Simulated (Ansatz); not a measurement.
NaF (model structure, F-43m, No. 216, 2 atoms in the cell), treated with r²SCAN+rVV10 (Ansatz, a program for electronic structure, plane waves, PAW).

Run with plane-wave cutoff 560 eV, 12×12×12 k mesh, Fermi–Dirac smearing 0.01 eV, scalar-relativistic PAW data made under PBE.

Computed at the level's own relaxed cell.

```
NaF
1.0
    0.00000     2.52048     2.52048
    2.52048     0.00000     2.52048
    2.52048     2.52048     0.00000
Na F
1 1
Cartesian
  0.00000   0.00000   0.00000
  1.26024   1.26024   1.26024
```

List the 8 lowest band energies at Γ above −25 eV (eV, relative to the valence band maximum), grouping those that round alike.

At Γ: -19.88, -19.23 (×3), 0.00 (×3), 6.19.

Note: the relaxation could raise the start's symmetry but not lower it, so the cell can be a saddle point.

A model structure was made by putting elements into a prototype or built by hand; it is no filed structure, need not be a known phase, and can be a saddle point held by its symmetry.
